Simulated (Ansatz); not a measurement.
# Pd under a change: biaxial strain +2.08 %, plane normal [111], relaxed out of plane

The reference is Pd in the fcc (Cu type) structure (space group Fm-3m, No. 225; a = 3.910 Å; relaxed with 0.1 eV smearing). Axes: x, y, z lie along the cube axes.

One thing is altered: tensile biaxial strain of 2.08 % in the plane normal to [111], as in epitaxy on a mismatched substrate; the out-of-plane cell vector and the atoms relax.

The values are results of Ansatz (a first-principles code), r2SCAN, PAW, cutoff 500 eV, spin-orbit coupling left out, not measurements. Settings: 29×29×29 k-points, 0.1 eV Fermi–Dirac smearing.

The volume per atom goes up by 0.326 Å³, from 14.95 Å³ to 15.27 Å³ and the shortest interatomic distance decreases by 0.016 Å (2.765 Å → 2.749 Å). The energy rises by 11 meV/atom and the pressure (mean of the normal stresses, compression positive) goes from zero to -3.4 GPa. The band gap stays zero and the out-of-plane strain comes out as -1.94 %. The ratio −ε⊥/ε∥ amounts to 0.93.

Cost of the whole job for the changed cell (relaxation, final SCF and bands): very roughly 6 core-minutes.

Stability against distortions was not tested. The final runs are not spin-polarised. Pd lies near a magnetic instability that expansion can trigger; it was not tested. Pd has a high density of states at the Fermi level and may be magnetic at this level.
